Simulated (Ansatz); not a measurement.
The starting structures come from a database of crystals and need not be the phases stable at ambient conditions.

 Where the default PAW files enter, the runs use the earlier of Ansatz's two default sets.

Given:

```yaml
crystal:
  lattice:
    - [5.55417, 0.00000, 0.00000]
    - [0.26182, 5.74227, 0.00000]
    - [-2.18103, -0.87018, 8.96408]
  atoms:
    - { symbol: Cs, position: [0.48070, 0.84650, 0.28450] }
    - { symbol: Cs, position: [0.51930, 0.15350, 0.71550] }
    - { symbol: Cs, position: [0.21060, 0.26680, 0.01640] }
    - { symbol: Cs, position: [0.78940, 0.73320, 0.98360] }
    - { symbol: Li, position: [0.69850, 0.58950, 0.57940] }
    - { symbol: Li, position: [0.30150, 0.41050, 0.42060] }
    - { symbol: Li, position: [0.93400, 0.18520, 0.56080] }
    - { symbol: Li, position: [0.06600, 0.81480, 0.43920] }
    - { symbol: Si, position: [0.85740, 0.31650, 0.29670] }
    - { symbol: Si, position: [0.14260, 0.68350, 0.70330] }
    - { symbol: O, position: [0.64780, 0.35880, 0.40010] }
    - { symbol: O, position: [0.35220, 0.64120, 0.59990] }
    - { symbol: O, position: [0.00470, 0.55780, 0.29410] }
    - { symbol: O, position: [0.99530, 0.44220, 0.70590] }
    - { symbol: O, position: [0.07430, 0.13990, 0.38890] }
    - { symbol: O, position: [0.92570, 0.86010, 0.61110] }
    - { symbol: O, position: [0.73490, 0.20730, 0.12820] }
    - { symbol: O, position: [0.26510, 0.79270, 0.87180] }
```

Space group of this cell: P-1. The cell is taken as given.

Transport runs along the normal of the first two printed cell vectors.

The gap is the functional's own. No spin-orbit coupling. Mid-gap values are interpolated on the energy grid.

Task: Compute, with PBEsol run with Ansatz (a first-principles code), the band gap and the smallest decay constant κ at mid-gap.

Result: Gap 3.93 eV on a 6×6×4 mesh; κ = 0.360 1/Å, at the zone centre.
